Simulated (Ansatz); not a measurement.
Consider ZnCu$_{2}$SnSe$_{4}$ (space group I-4, No. 82; a = 5.658 Å, c = 11.318 Å).

Calculations: PBEsol (Ansatz, an electronic-structure program; PAW; 420 eV plane waves; no spin-orbit coupling).

For the base:

```
Quantity                           Result
-----------------------------  ----------
Shortest interatomic distance  4.504 bohr
Band gap                             zero
```

Modification: cell and atoms relaxed at a pressure of 15 GPa.

Question: Predict the new shortest interatomic distance.

Answer: The shortest interatomic distance drops by 0.232 bohr to 4.272 bohr.

Question: Predict the new band gap.

Answer: The band gap becomes 0.10 eV (base: zero).

Load acts through the strain it causes; cell and atoms are relaxed under it. No phonon test of stability was made. No other phases were tried under pressure. The final runs are not spin-polarised. Gaps under 0.05 eV, about the width of the smearing, are given as zero. A zero or small gap of ZnCu2SnSe4 can be the functional's error rather than a property of the material.
